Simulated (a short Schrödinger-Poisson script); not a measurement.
System: MOS inversion layer, HfO2 on p-type Si(100), at 300 K.

From the gate side: 7.3 nm HfO2; 780 nm Si, acceptors 3e17 cm⁻³.

The device is made up for the run: typed textbook-type constants, with dimensions and the other settings drawn at random. HfO2: permittivity 22, conduction-band edge (eV) 1.55, gap (eV) 5.7, electron mass (mₑ) 0.2. Si: permittivity 11.7, conduction-band edge (eV) 0, gap (eV) 1.124, Nv at 300 K (cm⁻³) 3.1e19.

Channel valleys (confinement mass, in-plane density-of-states mass, number): Δ2 0.916, 0.19, 2; Δ4 0.19, 0.417, 4. At the gate the conduction-band edge of layer 1 lies 1.61 eV − eVg above the Fermi level of the channel; the field vanishes at the back. Gaps are held at their typed values at every temperature. Mesh 0.03 nm at interfaces.

Solved with a short Schrödinger-Poisson script written for these runs: 1D Poisson equation in equilibrium, electrons quantum, Hartree (BenDaniel-Duke, 12 states a valley, the channel's in-plane mass for all, wave functions ending at the dielectric), parabolic valleys, classical holes, full ionisation, no traps, pinning or gate leakage.

```tsv
Vg (V)	electrons (cm⁻²)	C (μF/cm²)	Δ2 E0 (meV from the Fermi level)	Δ4 E0 (meV from the Fermi level)
0.05	4.06e9	0.181	194.1	244.2
0.1	2.21e10	0.263	149.8	200.9
0.15	1.01e11	0.554	109.8	162.3
0.2	3.12e11	0.989	79.5	134.0
0.25	6.57e11	1.31	58.8	115.8
0.3	1.09e12	1.51	44.1	103.8
0.35	1.57e12	1.63	32.9	95.4
0.4	2.09e12	1.71	23.7	89.0
0.45	2.63e12	1.78	15.9	84.0
0.5	3.19e12	1.82	9.0	79.8
0.55	3.77e12	1.86	2.9	76.4
0.6	4.35e12	1.89	-2.8	73.3
0.65	4.94e12	1.92	-8.0	70.6
0.7	5.55e12	1.94	-12.9	68.2
0.75	6.15e12	1.96	-17.6	66.0
0.8	6.77e12	1.98	-22.0	64.0
0.85	7.39e12	1.99	-26.3	62.1
0.9	8.01e12	2.01	-30.4	60.3
```

Gate voltages with under 1e9 electrons/cm² are left out.

### Question
At Vg = 0.9 V the lowest Δ2 subband lies at -30.4 meV from the Fermi level. How many electrons does it hold, and what share of all?

### Answer
The two-dimensional density of states is g m/(πħ²) = 1.59e11 cm⁻² meV⁻¹ (both spins), kT = 25.9 meV, so n = D kT ln(1 + exp(−E/kT)) = 5.93e12 cm⁻², 0.74 of the 8.01e12 cm⁻² in all.

### Question
Compare the slope of the sheet density between 0.8 and 0.9 V with the geometric capacitance of the layers between gate and channel.

### Answer
q Δn/ΔV = 1.99 μF/cm²; ε0/Σ(t/ε) = 2.67 μF/cm². The ratio is 0.74: the channel acts as a further capacitance in series.
